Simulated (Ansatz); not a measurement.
Base system: Ag in the fcc (Cu type) structure (space group Fm-3m, No. 225; a = 4.1046 Å; relaxed with 0.1 eV smearing). Axes: x, y, z lie along the cube axes.

All numbers come from r2SCAN in Ansatz (plane waves to 500 eV, PAW, no spin-orbit coupling), earlier PAW set.

Strains are applied to the cell and any free atomic positions relax; under biaxial strain the out-of-plane vector relaxes too.

One change was made to it. Results:

The energy grows by 0.4 meV/atom; the shortest interatomic distance drops by 0.0117 Å, from 2.902 Å to 2.891 Å.

### Question
What was done to the base?
(A) isotropic strain +2.32 %
(B) strain tensor (xx, yy, zz, yz, xz, xy) = (−1.77, +2.03, −1.58, +0.42, −0.42, −0.99) %
(C) uniaxial strain ε_xx = −0.81 %
(D) biaxial strain −4.84 %, plane normal [001], relaxed out of plane
(E) tensor shear ε_yz = +2.87 %

### Answer
C, uniaxial strain ε_xx = −0.81 %. For comparison, the energy relative to the base in the other runs: tensor shear ε_yz = +2.87 % gives +8.2 meV/atom; isotropic strain +2.32 % gives +24 meV/atom; strain tensor (xx, yy, zz, yz, xz, xy) = (−1.77, +2.03, −1.58, +0.42, −0.42, −0.99) % gives +4.2 meV/atom; biaxial strain −4.84 %, plane normal [001], relaxed out of plane gives +30 meV/atom.

Whether these cells are dynamically stable was not tested.

Ansatz is an electronic-structure program.
